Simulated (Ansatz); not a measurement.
BaTiO3: pressure series

The parent structure is BaTiO₃ (space group P4mm, No. 99; a = 3.972 Å, c = 4.113 Å).

Cell and atoms are relaxed at each pressure.

Levels (all Ansatz, an electronic-structure program, PAW): r2SCAN (500 eV, spin-orbit coupling left out); HSE06 (420 eV, no spin-orbit coupling).

Band gaps by level, all at the geometries relaxed with r2SCAN:

```tsv
case	r2SCAN	HSE06
base	2.23 eV	3.31 eV
pressure −2 GPa	2.21 eV	3.30 eV
pressure −1 GPa	2.22 eV	3.31 eV
pressure 1.8 GPa	2.24 eV	3.32 eV
pressure 9 GPa	2.30 eV	3.37 eV
pressure 18 GPa	2.38 eV	3.42 eV
pressure 30 GPa	2.41 eV	3.46 eV
pressure 60 GPa	2.44 eV	3.49 eV
```

Single points use the geometry relaxed with r2SCAN. HSE06 was sampled on its mesh, a few special points and the semilocal edge points, so its gap is an upper bound. Load acts through the strain it causes; cell and atoms are relaxed under it. Stability against distortions was not tested. No other phases were tried under pressure. All final runs are without spin polarisation. Along this pressure series the structure jumps between pressure 9 GPa and pressure 18 GPa; cells beyond that are another form of it.
